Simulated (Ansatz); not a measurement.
Results of r²SCAN+SOC (Ansatz, a program for electronic structure, PAW) for YSiNO2 (model structure, P4/mmm, No. 123, 5 atoms in the cell).

Run with plane-wave cutoff 560 eV, 10×10×10 k mesh, Fermi–Dirac smearing 0.01 eV, PAW data made under PBE.

Cell (relaxed with PBEsol):

```yaml
crystal:
  lattice:
    - [3.57492, 0.00000, 0.00000]
    - [0.00000, 3.57492, 0.00000]
    - [0.00000, 0.00000, 3.68497]
  atoms:
    - { symbol: Y, position: [0.00000, 0.00000, 0.99834] }
    - { symbol: Si, position: [0.50000, 0.50000, 0.49834] }
    - { symbol: N, position: [0.50000, 0.50000, 0.99834] }
    - { symbol: O, position: [0.50000, 0.00000, 0.49834] }
    - { symbol: O, position: [0.00000, 0.50000, 0.49834] }
```

Q: Estimate the band gap and smallest direct gap on the k points sampled that the calculation returns.

A: 
- band gap = 2.08 eV (indirect)
- smallest direct gap on the k points sampled = 2.62 eV

Note: the relaxation could raise the start's symmetry but not lower it, so the cell can be a saddle point; cell and atoms aren't relaxed at this level (pressure 1.3 GPa).

Computed values are for the static lattice.

Cost on a shared machine: about 4 core-minutes (a rough figure).

A model structure was made by putting elements into a prototype or built by hand; it is no filed structure, need not be a known phase, and can be a saddle point held by its symmetry.
